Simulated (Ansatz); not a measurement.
## BeSe, response to strain

Consider BeSe in the zinc blende structure (space group F-43m, No. 216; a = 5.082 Å). Axes: x, y, z lie along the cube axes.

Strains are applied to the cell and any free atomic positions relax; under biaxial strain the out-of-plane vector relaxes too.

All numbers come from DFT with LDA, PAW potentials and a 420 eV plane-wave cutoff in Ansatz (a program for electronic structure), without spin-orbit coupling.

Notes on the quantities. energy relative to the base: free energy F.

```csv
"biaxial strain, plane normal [111], relaxed out of plane (%)",energy relative to the base (meV/atom)
0,0.0
0.42,0.4
0.83,1.4
1.25,3.1
1.67,?
2.08,8.5
2.5,12.1
```

### Question
Fit ΔE = Aε² + Bε³ (ε in %) to the rows shown and predict the withheld row.

### Answer
Least squares on the printed values gives A = 2.07 and B = -0.053 meV/atom (largest residual 0.0 meV/atom); this predicts 5.5 meV/atom, and the run gives 5.5 meV/atom, in agreement.

Stability against distortions was not tested.
